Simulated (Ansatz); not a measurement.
## Response to strain in hypothetical cubic perovskite KSrCl3

Take KSrCl₃ in the cubic perovskite structure (space group Pm-3m, No. 221; a = 5.636 Å; a hypothetical phase, not in the database extracts checked) as the base. Axes: x, y, z lie along the cube axes.

Strains are applied to the cell and any free atomic positions relax; under biaxial strain the out-of-plane vector relaxes too.

Level of theory: r2SCAN (Ansatz, a first-principles code, PAW, without spin-orbit coupling).

Candidates:
(a) strain tensor (xx, yy, zz, yz, xz, xy) = (−1.75, +0.12, −1.94, +0.54, −1.00, +0.29) %
(b) isotropic strain −1.78 %
(c) biaxial strain −2.85 %, plane normal [111], relaxed out of plane

Notes on the quantities. energy relative to the base: free energy F.

Question: Order them by energy relative to the base, highest first.

Answer: (b) isotropic strain −1.78 % (+7.7 meV/atom), (a) strain tensor (xx, yy, zz, yz, xz, xy) = (−1.75, +0.12, −1.94, +0.54, −1.00, +0.29) % (+5.3 meV/atom), (c) biaxial strain −2.85 %, plane normal [111], relaxed out of plane (+4.0 meV/atom)

Whether these cells are dynamically stable was not tested. Many cubic perovskites are stable only at high temperature; tilts and polar distortions were not tested.
